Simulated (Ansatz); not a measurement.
Abridged Ansatz (a quantum-chemistry and plane-wave program) output:

```
Relaxation: its limit of steps is 60 (relax.max_steps)
Pseudopotential: Hf, paw, valence charge 26
Pseudopotential: O, paw, valence charge 6
Crystal: 12 atoms, lattice volume = 136.475 Å³
Basis set: ecut = 420 eV, 2681 PW (Γ), exchange–correlation on 72×72×72 points (8 copies of the dense FFT grid, shifted against one another)
Bands: 92, of which v1, the nominal top of the filled ones, is band 76 counted from 1 (75 counted from 0)
Symmetry: 4 space group operations
k-points: 48 of 150
Functional: x = pbesol(κ = 0.804, μ = 0.12345679012345678), c = pbesol(β = 0.046)
SCF iter   1: F=—  HF=-66907.277678 eV  |F-HF|=—  |Δ(HF+E_count)|=         —  Δρ=9.34e-2  dr2=9.74e0  ethr=3.10e-3  ⟨swp⟩=6.0  Hψ=13833  notcnv=0  defer=43
SCF iter   2: F=—  HF=-66905.033775 eV  |F-HF|=—  |Δ(HF+E_count)|=    2.24e0  Δρ=4.18e-2  dr2=2.23e0  ethr=3.10e-3  ⟨swp⟩=2.8  Hψ=8939  notcnv=0  defer=481
SCF 1 converged in 11 iterations: F = -66904.258498 eV  dr2 = 1.89e-8
relax step   1: F+E_penalty+E_count = -66904.25849834 eV  Δ(F+E_penalty+E_count) = +0.000e0 eV  max|allowed force component| = 4.270e-4 eV/Å  Δτ_max = 0.0000 Å  P = +0.899 GPa  Ω = 136.475 Å³  (11 SCF iters, dr2 threshold 1.00e-7 eV, accepted)
[... steps on the carried basis left out ...]
relax step   9: F+E_penalty+E_count = -66904.25005355 eV  Δ(F+E_penalty+E_count) = +1.062e-4 eV  max|allowed force component| = 6.016e-4 eV/Å  Δτ_max = 0.0000 Å  P = +2.098 GPa  Ω = 135.549 Å³  stress off target by 4.31e-3 GPa  SCF on the basis re-selected at this cell (its energy is not comparable with the rows above)  (6 SCF iters)
SCF converged after 6 iterations
Free energy (F): -66904.250054 eV
Internal energy: -66904.250054 eV  (E = F + TS)
E sigma→0 (E₀):  -66904.250054 eV
Fermi energy:    15.214787 eV
--- Forces (eV/Å), atoms counted from 1 ---
  atom   1  Hf     0.00003916     0.00040800    -0.00026128
  atom   2  Hf    -0.00003916     0.00040800     0.00026128
  atom   3  Hf    -0.00003916    -0.00040800     0.00026128
[...]
  atom  11  O     -0.00000957    -0.00036935     0.00010089
  atom  12  O      0.00000957    -0.00036935    -0.00010089
--- Stress (GPa, compression-positive) ---
        2.097216       0.000000       0.000294
        0.000000       2.100164       0.000000
        0.000294       0.000000       2.095743
  P = ⅓ Tr σ = 2.0977 GPa (20.977 kbar)
--- Relaxed structure (7 steps of the walk, 7 accepted, 2 SCFs on fresh bases) ---
  cell:  # Å, volume = 135.5485 Å³
    - [5.07079971559058, 1.3067051909074069e-18, 0.009702911510853689]
    - [1.3331245428296088e-18, 5.1751964167306275, -4.1936053450576165e-18]
    - [-0.8664452971395395, -4.424816964746409e-18, 5.163593020666386]
  atoms:
    - { symbol: Hf, position: [0.2775412739760675, 0.0425192838575226, 0.2082816319922067] }
    - { symbol: Hf, position: [0.7224587260239325, 0.5425192838575226, 0.29171836800779316] }
    - { symbol: Hf, position: [0.7224587260239324, 0.9574807161424771, 0.7917183680077928] }
    - { symbol: Hf, position: [0.27754127397606754, 0.4574807161424774, 0.7082816319922065] }
    - { symbol: O, position: [0.07462690904524252, 0.3438304191246685, 0.3352280979334318] }
    - { symbol: O, position: [0.9253730909547575, 0.8438304191246684, 0.16477190206656805] }
    - { symbol: O, position: [0.9253730909547574, 0.6561695808753313, 0.6647719020665678] }
    - { symbol: O, position: [0.07462690904524254, 0.15616958087533134, 0.8352280979334318] }
    - { symbol: O, position: [0.4458415421880323, 0.7589405561200216, 0.481605032492875] }
    - { symbol: O, position: [0.5541584578119676, 0.25894055612002176, 0.01839496750712492] }
    - { symbol: O, position: [0.5541584578119676, 0.24105944387997813, 0.5183949675071248] }
    - { symbol: O, position: [0.44584154218803235, 0.741059443879978, 0.9816050324928749] }
```

Q: What was computed, and what are the main results?

A: HfO2, 12 atoms in the cell, with DFT with PBEsol, PAW potentials and a 420 eV plane-wave cutoff in Ansatz, without spin-orbit coupling, earlier PAW set, from a series relaxed to a target (pressure 2.1 GPa). The last SCF converged to F = -66904.250054 eV, or -5575.3542 eV per atom, at a pressure of 2.10 GPa. The total energy compares only with runs of the same code, potentials and settings.

With Hf present, leaving out spin-orbit coupling can change the band edges. Load acts through the strain it causes; cell and atoms are relaxed under it. Whether these cells are dynamically stable was not tested. The cell was made from HfO$_{2}$ (space group P2_1/c, No. 14) by this change: pressure 2.1 GPa.

Keys are those of Ansatz 0.2.
